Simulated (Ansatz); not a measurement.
Defect: O vacancy in ferroelectric LiNbO3, charge state +2. The step: a nearby O atom hops onto the vacant site; the atom moves 2.42 Å along (0.33, -0.20, 0.00) of the unit cell; the moving atom starts with neighbours Li at 2.20; Nb at 1.92, Nb at 2.07 Å and ends with Li at 2.08, Li at 2.32; Nb at 1.91, Nb at 2.12 Å. DFT values are from Ansatz (plane-wave PAW, 420 eV unless said) in a cell of 120 host sites, spin-restricted, static, with no finite-size correction. The charge state is imposed; whether it is stable for some Fermi level was not computed. Forms of the defect that were not tried may lie lower. For the PBE band: the program found a first-order saddle point.

```tsv
Level	Forward barrier (eV)	Cost of the band or of the saddle's single point
CHGNet universal potential (has no charge state), its own band	0.70	-
PBE, the Γ point alone, band relaxed	0.75	around 90 core-minutes (rough)
PBE, a 2×2×2 k-point mesh shifted by half a step along c, same geometries	0.71	around 10 core-minutes (rough)
r2SCAN at 500 eV, the Γ point alone, same geometries	…	roughly 4 core-minutes
```

Some entries are withheld; supply them.


- r2SCAN at 500 eV, the Γ point alone, same geometries, Forward barrier (eV): 0.80

Ansatz is a program for electronic structure.
